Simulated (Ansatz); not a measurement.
The starting structures come from a database of crystals and need not be the phases stable at ambient conditions.

The decay constant κ of evanescent states in the gap governs leakage through a thin film.

Data:

```xyz
8
Lattice="3.8047 0.0000 0.0000 0.0000 3.8047 0.0000 0.0000 0.0000 7.8935" Properties=species:S:1:pos:R:3 pbc="T T T"
Ti     0.0000     0.0000     0.0000
Ti     0.0000     0.0000     3.9468
O      1.9023     0.0000     0.0000
O      0.0000     1.9023     3.9468
F      1.9023     0.0000     3.9468
F      0.0000     1.9023     0.0000
F      0.0000     0.0000     1.9734
F      0.0000     0.0000     5.9202
```

Space group of this cell: P4_2/mmc. The cell is taken as given; by r2SCAN its mean pressure is -4.6 GPa.

Transport runs along the normal of the first two printed cell vectors, the (001) plane of the conventional cell.

No gap correction and no spin-orbit coupling; mid-gap values are interpolated between computed energies.

Q: Compute, with r2SCAN in Ansatz (an electronic-structure program), the band gap and the smallest decay constant κ at mid-gap.

A: Gap 2.23 eV on a 8×8×4 mesh; κ = 0.361 1/Å, at the zone centre.
